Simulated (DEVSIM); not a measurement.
System: Cr/SiON/p-In0.53Ga0.47As capacitor, at 300 K.

Layer 1 from the left is SiON, thickness (nm) 9.40. Layer 2 from the left is In0.53Ga0.47As, thickness (nm) 4300, Na (cm⁻³) 1.7e16.

Metal gate on the left, work function 4.5 eV. Fixed charge at the semiconductor interface 0 cm⁻² (in units of +e); no interface traps.

Constants are typed, rounded textbook-type inputs, not results; the design itself was drawn at random and stands for no fabricated device. Values at 300 K.

SiON: gap (eV) 7, affinity (eV) 1.4, permittivity 5.5. In0.53Ga0.47As: gap (eV) 0.74, affinity (eV) 4.51, permittivity 13.9, Nc (cm⁻³) 2.1e17, Nv (cm⁻³) 7.7e18.

Problem. Estimate by hand the flat-band voltage, the threshold voltage, and compare with a numerical solution.

Solution. 
- Flat-band voltage: C = 0.518 μF/cm², work-function difference -0.592 V; VFB = φms − qNf/C = -0.59 V; numerical -0.59 V.
- Threshold voltage: φF = 0.258 V, depletion charge √(4εqNφF) = 5.89e-8 C/cm²; VT = VFB + 2φF + Qd/C = 0.04 V; numerical 0.04 V.

Model (solved in DEVSIM): 1D Poisson equation in equilibrium, Boltzmann statistics, complete ionisation; no quantum confinement or tunnelling. Metal contacts follow the ideal Schottky-Mott rule: no Fermi-level pinning, no interface dipoles.
